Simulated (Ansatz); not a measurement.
CsCl-type RuAl was calculated with PBEsol (PAW; Ansatz, a program for electronic structure).

Run with plane-wave cutoff 520 eV, 22×22×22 k mesh, Fermi–Dirac smearing 0.059 eV (set by the program), no spin polarisation, scalar-relativistic PAW data made under PBE.

Computed at the level's own relaxed cell.

Task: Give the computed Voigt–Reuss–Hill bulk modulus, elastic constant C11, elastic constant C12, Poisson ratio, Voigt–Reuss–Hill shear modulus (Hill average) and elastic constant C44.

Result: 
- Voigt–Reuss–Hill bulk modulus = 220 GPa
- elastic constant C11 = 338 GPa
- elastic constant C12 = 160 GPa
- Poisson ratio = 0.276
- Voigt–Reuss–Hill shear modulus (Hill average) = 115 GPa
- elastic constant C44 = 137 GPa

Elastic constants are with the ions relaxed.

Static lattice: no zero-point or thermal effects.

Cost on a shared machine: roughly 2.4 core-minutes.
